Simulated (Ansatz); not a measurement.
Take AgCl in the rock salt structure (space group Fm-3m, No. 225; a = 5.447 Å) as the base. Axes: x, y, z lie along the cube axes.

Method: Kohn–Sham DFT with the PBEsol functional, run in Ansatz (a first-principles code) with PAW and 420 eV plane waves, no SOC.

Strains are applied to the cell and any free atomic positions relax.

One change was made to it. Results:

The band gap decreases by 0.075 eV (0.72 eV → 0.65 eV); the energy grows by 2.7 meV/atom.

### Question
Which of these changes matches the shifts?
(A) uniaxial strain ε_zz = −1.50 %
(B) uniaxial strain ε_zz = −3.00 %
(C) uniaxial strain ε_zz = +2.50 %
(D) uniaxial strain ε_zz = +0.50 %

### Answer
C, uniaxial strain ε_zz = +2.50 %. For comparison, the energy relative to the base in the other runs: uniaxial strain ε_zz = +0.50 % gives +0.1 meV/atom; uniaxial strain ε_zz = −3.00 % gives +5.1 meV/atom; uniaxial strain ε_zz = −1.50 % gives +1.2 meV/atom.

Stability against distortions was not tested.
